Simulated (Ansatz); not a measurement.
The parent structure is Al$_{2}$Cu (space group I4/mcm, No. 140; a = 6.0594 Å, c = 4.8739 Å).

Computed with PBE, PAW, 420 eV (Ansatz, an electronic-structure program; spin-orbit coupling left out), earlier PAW set.

For the base:

- Pressure = 0.0 GPa

It is then changed as follows: an isotropic linear strain of +4.31 %, atoms relaxed at fixed cell.

Question: What happens to the energy relative to the base?

Answer: The energy grows by 67 meV/atom.

Question: What does the calculation give for the largest internal atomic displacement after the change?

Answer: The largest internal atomic displacement is 0.011 Å.

Question: Estimate the effect on the pressure.

Answer: The pressure (mean of the normal stresses, compression positive) goes from zero to -9.4 GPa.

No phonon test of stability was made. All final runs are without spin polarisation.
